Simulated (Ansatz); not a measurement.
Start from Ru in the hcp (Mg type) structure (space group P6_3/mmc, No. 194; a = 2.692 Å, c = 4.246 Å).

Level of theory: PBEsol (Ansatz, a program for electronic structure), no SOC.

Base values:

```
Item                   Value
-------------------  -------
Lattice parameter a  2.692 Å
```

It is then changed as follows: a hydrostatic pressure of 7 GPa.

Q: How does this affect the lattice parameter a?

A: The lattice parameter a shrinks by 0.018 Å to 2.674 Å.

Load acts through the strain it causes; cell and atoms are relaxed under it. No phonon test of stability was made. Competing high-pressure phases were not computed. All final runs are without spin polarisation.
